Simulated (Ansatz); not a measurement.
BaC₂ (R-3m, No. 166, 3 atoms in the cell; start mp-1018141), treated with LDA in Ansatz (PAW).

Settings: plane-wave cutoff 500 eV, 10×10×10 k mesh, gaussian smearing 0.02 eV, scalar-relativistic PAW data made under PBE.

Cell (relaxed at this level):

```cif
data_C2Ba
_chemical_formula_sum 'Ba1 C2'
_space_group_name_H-M_alt 'P 1'
_space_group_IT_number 1
_cell_length_a 3.78174
_cell_length_b 3.78174
_cell_length_c 3.78174
_cell_angle_alpha 83.036
_cell_angle_beta 83.036
_cell_angle_gamma 83.036
loop_
_space_group_symop_operation_xyz
  'x, y, z'
loop_
_atom_site_label
_atom_site_type_symbol
_atom_site_fract_x
_atom_site_fract_y
_atom_site_fract_z
_atom_site_occupancy
Ba1 Ba 0.00000 0.00000 0.00000 1
C1 C 0.58607 0.58607 0.58607 1
C2 C 0.41393 0.41393 0.41393 1
```

Problem. What does this level give for the band gap?

Solution. 
- band gap: 1.06 eV (on the SCF k mesh)

Note: the relaxation could not lower the start's symmetry, so the cell can be a saddle point above a distorted one.

Spin–orbit coupling is not included.

It cost very roughly 25 core-seconds of CPU time.

A start named mp-… is a Materials Project structure, which need not be a measured phase.

Ansatz is a first-principles code.
